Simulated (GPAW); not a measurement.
Input and output of a self-consistent single point for HgPt3 (Pm-3m, 4 atoms in the cell) (GPAW).

Computed with PBEsol, GPAW PAW datasets PBEsol (made by gpaw-setup) (plane waves; GPAW 25.7.0).

```xyz
4
Lattice="3.9830 0.0000 0.0000 0.0000 3.9830 0.0000 0.0000 0.0000 3.9830" Properties=species:S:1:pos:R:3 pbc="T T T"
Hg     0.0000     0.0000     0.0000
Pt     0.0000     1.9915     1.9915
Pt     1.9915     0.0000     1.9915
Pt     1.9915     1.9915     0.0000
```

Reference input (self-consistent single point, DFT LDA (Perdew-Wang 92), plane waves, GPAW PAW datasets LDA (gpaw-data 1.0.1)): mode = pw; ecut = 550 eV; xc = LDA; kpts = 7 7 7; mesh shift (steps) = 0 0 0; occupations.name = fermi-dirac; occupations.width = 0.136 eV; nbands = -12; convergence.density = 1e-05 e/electron; symmetry.symmorphic = false; symmetry.tolerance = 0.0005; maxiter = 150. This run's input differs from it in these lines:

```diff
@@ -15,3 +15,3 @@
 calc = GPAW(mode={'name': 'pw', 'ecut': 550},
-            xc='LDA',
+            xc='PBEsol',
             kpts=(7, 7, 7),
```

Its files differ too (potentials: GPAW PAW datasets PBEsol (made by gpaw-setup)).

Output (repeated stretches shortened):

```
     iter     time        total  log10-change:
                         energy   eigst   dens
iter:   1 --:--:--   -24.148144
iter:   2 --:--:--   -24.018919   -1.26  -1.46
iter:   3 --:--:--   -23.586716   -1.29  -1.48
iter:   4 --:--:--   -23.257192   -2.93  -1.76
iter:   5 --:--:--   -23.187370   -2.05  -1.95
iter:   6 --:--:--   -23.154492   -2.91  -2.24
iter:   7 --:--:--   -23.142870   -3.73  -2.53
iter:   8 --:--:--   -23.133005c  -3.76  -2.60
iter:   9 --:--:--   -23.136532c  -4.38  -3.16
iter:  10 --:--:--   -23.133924c  -4.13  -2.88
iter:  11 --:--:--   -23.134182c  -5.04  -3.55
iter:  12 --:--:--   -23.134066c  -5.81  -3.81
iter:  13 --:--:--   -23.133985c  -6.26  -3.82
iter:  14 --:--:--   -23.133950c  -6.51  -3.85
iter:  15 --:--:--   -23.133944c  -7.89c -3.90
iter:  16 --:--:--   -23.133942c  -8.33c -3.90
iter:  17 --:--:--   -23.133949c  -7.57c -3.90
iter:  18 --:--:--   -23.133939c  -6.26  -3.90
iter:  19 --:--:--   -23.134015c  -6.17  -3.96
iter:  20 --:--:--   -23.133987c  -7.33  -4.14
iter:  21 --:--:--   -23.133928c  -6.19  -4.20
iter:  22 --:--:--   -23.133928c  -8.01c -4.62
iter:  23 --:--:--   -23.133924c  -7.46c -4.66
iter:  24 --:--:--   -23.133925c  -9.12c -5.04c
Converged after 24 iterations.

Dipole moment: (-0.000007, -0.000007, -0.000007) |e|*Ang

Energy contributions relative to reference atoms: (reference = -2033717.061562)

Kinetic:         +6.818296
Potential:       -4.620990
External:        +0.000000
XC:             -21.239225
Entropy (-ST):   -0.225156
Local:           -3.979428
SIC:             +0.000000
--------------------------
Free energy:    -23.246503
Extrapolated:   -23.133925

Showing only first 2 kpts
 Kpt  Band  Eigenvalues  Occupancy
  0    31     11.87379    0.03700
  0    32     11.87379    0.03700
  0    33     12.47988    0.00044
  0    34     12.47988    0.00044

  1    31     11.18909    1.48666
  1    32     11.34738    0.94976
  1    33     11.87444    0.03683
  1    34     13.81218    0.00000

Fermi level: 11.33370

No gap
No difference between direct/indirect transitions
Energy (eV): -23.133925

Forces in eV/Ang:
  0 Hg    0.00000    0.00000    0.00000
  1 Pt    0.00000   -0.00000    0.00000
  2 Pt    0.00000    0.00000   -0.00000
  3 Pt    0.00000   -0.00000    0.00000

Stress tensor:
    -0.026981     0.000000     0.000000
     0.000000    -0.026981     0.000000
     0.000000     0.000000    -0.026981
Stress (GPa, Voigt): [-4.3229 -4.3229 -4.3229  0.      0.      0.    ]
```

The run converged in 24 iterations. GPAW prints stress with tension positive. Against the reference run the pressure goes from -1.22 to 4.32 GPa.

The starting cell comes from a database of computed structures (which also holds hypothetical and non-ambient phases and stackings), without a prior relaxation at this level. Its lattice was rescaled by a random factor within 2.5 % of one. Spin polarisation is off. With a pressure of about 4 GPa the cell is away from its equilibrium volume at this level.

Cost on one core of a shared machine: roughly 40 s.
